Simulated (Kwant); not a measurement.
System: wire with a row of barriers in a In0.53Ga0.47As two-dimensional gas. Effective mass 0.041 mₑ, grid spacing 2 nm, hard walls, nominal width 60 nm (29 grid rows, so walls 60 nm apart), one parabolic valley, scattering region 200 nm long along x; energies count from the band bottom; Fermi energy swept from 0.0020381 to 0.024202 eV. 2 barrier(s) across the wire, height 0.074 eV, thickness 4 nm (about 2 grid columns), spaced by 12 nm.

Constants are typed, rounded textbook-type inputs, not results; the design itself was drawn at random and stands for no fabricated device.

Model: effective-mass tight-binding model on a square grid, one spin, coherent transport at 0 K (Kwant). Conductance is in e²/h.

Sweep values stay those of the base run.

The effective mass was swept, all else fixed.

```tsv
effective mass (mₑ)	G (e²/h) at E = 18.63 meV	G (e²/h) at E = 7.475 meV	G (e²/h) at E = 24.20 meV	G (e²/h) at E = 13.05 meV
0.025	0.15	0.0092	0.46	0.046
0.033	0.17	0.0071	0.71	0.038
0.041	…	…	…	0.035
0.053	0.48	0.0036	0.80	0.033
```

Task: Some entries are withheld; supply them.

Result: 
- 0.041, G (e²/h) at E = 18.63 meV: 0.22
- 0.041, G (e²/h) at E = 7.475 meV: 0.0054
- 0.041, G (e²/h) at E = 24.20 meV: 1.09
